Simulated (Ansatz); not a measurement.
Consider MgO in the rock salt structure (space group Fm-3m, No. 225; a = 4.1592 Å). Axes: x, y, z lie along the cube axes.

Computed with plane-wave PAW DFT at the LDA level (Ansatz, an electronic-structure program, 420 eV), without spin-orbit coupling.

Strains are applied to the cell and any free atomic positions relax.

One change was made to it. Results:

| quantity | base | after |
|---|---|---|
| valence-band top at Γ (three highest levels, from the VBM) | 0.00, 0.00, 0.00 eV | 0.00, 0.00, -0.06 eV |
| band gap | 5.03 eV | 5.32 eV |
| electron mass | 0.36 mₑ (at Γ) | 0.39 mₑ along z, 0.36 mₑ across (at Γ) |
| gap character | direct at Γ | direct at Γ |

Task: What was done to the base?
(A) uniaxial strain ε_zz = −2.50 %
(B) uniaxial strain ε_zz = −1.00 %
(C) uniaxial strain ε_zz = −3.00 %

Result: C, uniaxial strain ε_zz = −3.00 %. For comparison, the band gap in the other runs: uniaxial strain ε_zz = −1.00 % gives 5.13 eV; uniaxial strain ε_zz = −2.50 % gives 5.27 eV.

Masses are band curvatures over ±0.01 Å⁻¹ around the edge. Whether these cells are dynamically stable was not tested. k-point labels follow each cell's own Brillouin zone.
